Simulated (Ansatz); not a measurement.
A computed series for PbO2: pressure series

Start from PbO2 in the rutile structure (space group P4_2/mnm, No. 136; a = 5.0816 Å, c = 3.4436 Å).

Cell and atoms are relaxed at each pressure.

Method: PBE, PAW, 420 eV (Ansatz, a first-principles code; spin-orbit coupling left out).

Two rows of this table had their results exchanged by mistake.

| pressure | volume per atom (Å³) | shortest distance (Å) | band gap |
|---|---|---|---|
| pressure −2 GPa | 15.12 | 2.214 | zero |
| pressure −1 GPa | 14.96 | 2.210 | zero |
| pressure 0.9 GPa | 14.27 | 2.170 | zero |
| pressure 2.1 GPa | 14.55 | 2.191 | zero |
| pressure 4.5 GPa | 14.70 | 2.203 | zero |
| pressure 9 GPa | 13.83 | 2.137 | zero |
| pressure 15 GPa | 13.35 | 2.102 | zero |
| pressure 22.5 GPa | 12.86 | 2.067 | zero |
| pressure 30 GPa | 12.46 | 2.039 | zero |

Which two?

The rows for pressure 0.9 GPa and pressure 4.5 GPa: the volume has to fall steadily with pressure, so 14.70 Å³ belongs to pressure 0.9 GPa and 14.27 Å³ to pressure 4.5 GPa.

With Pb present, leaving out spin-orbit coupling can change the band edges. Load acts through the strain it causes; cell and atoms are relaxed under it. Stability against distortions was not tested. Competing high-pressure phases were not computed. All final runs are without spin polarisation. Gaps under 0.05 eV, about the width of the smearing, are given as zero. The zero or small gap of PbO2 can change with the level of theory.
